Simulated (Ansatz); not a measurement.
# A computed series for Ru: response to strain

Start from Ru in the hcp (Mg type) structure (space group P6_3/mmc, No. 194; relaxed with 0.1 eV smearing).

```
Ru
1.0
    2.67558     0.00000     0.00000
   -1.33779     2.31712     0.00000
    0.00000     0.00000     4.22371
Ru
2
Direct
  0.66667   0.33333   0.75000
  0.33333   0.66667   0.25000
```

Cartesian axes are those of the cell as printed.

Strains are applied to the cell and any free atomic positions relax.

Method: LDA (Ansatz, a quantum-chemistry and plane-wave program), no spin-orbit coupling.

Notes on the quantities. energy relative to the base: free energy F.

```tsv
uniaxial strain ε_zz (%)	energy relative to the base (meV/atom)
-3	29.3
-2.5	20.1
-2	12.7
-1.5	?
-1	3.1
-0.5	0.8
0	0.0
```

### Question
Fit ΔE = Aε² + Bε³ (ε in %) to the rows shown and predict the withheld row.

### Answer
Least squares on the printed values gives A = 3.02 and B = -0.079 meV/atom (largest residual 0.0 meV/atom); this predicts 7.1 meV/atom, and the run gives 7.1 meV/atom, in agreement.

Whether these cells are dynamically stable was not tested. The final runs are not spin-polarised.
